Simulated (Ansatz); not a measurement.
A calculation on CsCl-type PdIn returned lattice constant a 3.214 Å, bulk modulus 150 GPa.

**Question.** Which level of theory produced these numbers?
A. PBE+SOC (Ansatz, a program for electronic structure)
B. LDA (Ansatz)
C. r²SCAN+SOC (Ansatz)
D. HSE06 (Ansatz)

**Answer.** B, LDA (Ansatz)

The others give: r²SCAN+SOC 3.266 Å, 133 GPa; PBE+SOC 3.305 Å, 110 GPa; HSE06 3.270 Å, 129 GPa.

Unless a cell is named, each level is at its own relaxed cell (HSE06 17.48, LDA 16.61, PBE+SOC 18.04, r²SCAN+SOC 17.43 Å³/atom).

Ansatz's density-functional and Hartree–Fock values are scalar-relativistic unless marked +SOC, with PAW data made under PBE.
